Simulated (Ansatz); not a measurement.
## The (10-11) surface of hcp Y in its 1x1 cell, outermost plane spacing 0.46 Å in the ideal cut

All values below come from r2SCAN, at the PBE geometry (plane waves to 500 eV, PAW; Ansatz, a first-principles code).

Model: 10-atom slab, 11.5 Å thick at the start, 11x6x1 mesh, Fermi-Dirac 0.1 eV, dipole correction, single point; on the structure that PBE left under its start's symmetry; no spin, no spin-orbit, no U.

The surface energy (mean of both faces) comes out as 1.06 J/m² and the work function of the top face comes out as 3.21 eV. The cost is very roughly 2.9 core-minutes.
